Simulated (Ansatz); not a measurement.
## What uniaxial strain ε_zz = +2.50 % does to TlCl

Take TlCl in the CsCl type structure (space group Pm-3m, No. 221; a = 3.7692 Å) as the base. Axes: x, y, z lie along the cube axes.

Perturbation: uniaxial strain ε_zz = +2.50 %, all other strain components held at zero, atoms relaxed at fixed cell.

Computed with PBEsol/PAW in Ansatz (a first-principles code), scalar-relativistic without spin-orbit coupling. k-mesh 9×9×9 (Γ-centred); smearing 0.05 eV (Fermi–Dirac).

The volume per atom increases by 0.67 Å³ (26.77 Å³ → 27.44 Å³) and the space group becomes P4/mmm (No. 123) (base: Pm-3m (No. 221)). The energy increases by 2.4 meV/atom and the pressure (mean of the normal stresses, compression positive) shrinks by 0.70 GPa to -0.71 GPa. The band gap shrinks by 0.017 eV to 1.78 eV and the gap character comes out as indirect, Z → X. The electron mass becomes 0.15 mₑ along k, 0.28 mₑ across (at X) (base: 0.14 mₑ along k, 0.27 mₑ across (at X)) and the hole mass goes from 0.21 mₑ along k, 0.54 mₑ across (at X) to 0.23 mₑ along k, 0.58 mₑ across (at X). The valley order (the lowest conduction-band minima on the path, energy above the VBM, named in the base's zone) changes from X along ⟨100⟩ 1.79 eV; R along ⟨111⟩ 2.19 eV to X along [010] 1.78 eV; X along [001] 1.94 eV; R along [111] 2.21 eV and the stress (xx, yy, zz, yz, xz, xy; compression positive) comes out as (-0.49, -0.49, -1.13, 0.00, 0.00, 0.00) GPa.

Final structure:

```
TlCl
1.0
    3.76921     0.00000     0.00000
    0.00000     3.76921     0.00000
    0.00000     0.00000     3.86344
Tl Cl
1 1
Direct
  0.00000   0.00000   0.00000
  0.50000   0.50000   0.50000
```

Spin-orbit coupling, missing from the scalar runs, can matter with Tl. Effective masses come from finite differences of ±0.01 Å⁻¹. Along k means along the line from Γ to the band edge. Stability against distortions was not tested. Labels are those of the standard path for the cell's own space group.
